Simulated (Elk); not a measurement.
## Converging the k-point mesh at a smearing width of 0.02 eV: NiAl (P4mm, 2 atoms in the cell)

```xyz
2
Lattice="2.8813 0.0000 0.0000 0.0000 2.8813 0.0000 0.0000 0.0000 2.8813" Properties=species:S:1:pos:R:3 pbc="T T T"
Al     1.4407     1.4407     1.4907
Ni     0.0000     0.0000     0.0000
```

Level of theory: LDA (PW92), all-electron FP-LAPW, Elk's shipped species files, default APW+lo basis run with Elk 10.2.4.

Base settings: swidth = 0.00367493 Ha; ngridk = 7 7 7; rmtscf = 0.95; maxscl = 100.

In this ladder: swidth = 0.000734986 Ha.

Only quantities that move along the ladder and can be compared are tabulated.

Core times come from one kind of shared machine, to one figure; runs under 30 s give none.

The starting cell has typed, rounded lattice constants, without a prior relaxation at this level. Its lattice was rescaled by up to half a per cent. One atom was moved a little off its site on purpose. Spin polarisation is off. Values depend on the basis (sphere radii, cutoffs, local orbitals), which need not be converged.

Steps (ngridk): 4 4 4; 5 5 5; 6 6 6; 7 7 7; 9 9 9; 10 10 10; 12 12 12; 15 15 15; 18 18 18; 27 27 27.

**Question.** What is the coarsest ngridk that holds the free energy within 5 meV/atom of the last step, with all finer ones?

**Answer.** 9 9 9; the step before is off by 7.4 meV/atom.

```csv
ngridk,free energy less the last step's (meV/atom),core time / last (rough)
4 4 4,-18.23,–
5 5 5,23.78,–
6 6 6,14.36,–
7 7 7,-7.40,–
9 9 9,2.90,–
10 10 10,-2.14,–
12 12 12,0.49,0.1
15 15 15,0.89,0.2
18 18 18,0.00,0.4
27 27 27,0.00,1
```
